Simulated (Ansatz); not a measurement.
## ZnS: response to strain

The reference is ZnS in the wurtzite structure (space group P6_3mc, No. 186; a = 3.782 Å, c = 6.208 Å). Axes: x lies along a and z along c of the hexagonal cell.

Strains are applied to the cell and any free atomic positions relax.

Calculations: PBEsol (Ansatz, a first-principles code, PAW, no spin-orbit coupling).

Notes on the quantities. energy relative to the base: free energy F.

```tsv
variant	width of the top valence band	band gap	energy relative to the base	shortest interatomic distance	electron mass
base	2.23 eV	2.15 eV	0 meV/atom	2.319 Å	0.16 mₑ along c, 0.18 mₑ across (at Γ)
uniaxial strain ε_zz = −3.00 %	2.33 eV	2.32 eV	+8.4 meV/atom	2.290 Å	–
uniaxial strain ε_zz = −2.40 %	2.29 eV	2.30 eV	+5.3 meV/atom	2.296 Å	0.17 mₑ along z, 0.18 mₑ across (at Γ)
uniaxial strain ε_zz = −1.80 %	2.26 eV	2.29 eV	+3.0 meV/atom	2.303 Å	0.17 mₑ along z, 0.18 mₑ across (at Γ)
uniaxial strain ε_zz = −1.20 %	2.25 eV	2.24 eV	+1.3 meV/atom	2.309 Å	0.16 mₑ along z, 0.18 mₑ across (at Γ)
uniaxial strain ε_zz = −0.60 %	2.24 eV	2.20 eV	+0.3 meV/atom	2.315 Å	0.16 mₑ along z, 0.18 mₑ across (at Γ)
```

Masses are band curvatures over ±0.01 Å⁻¹ around the edge. Gaps are read on the SCF mesh and a high-symmetry path. Whether these cells are dynamically stable was not tested.
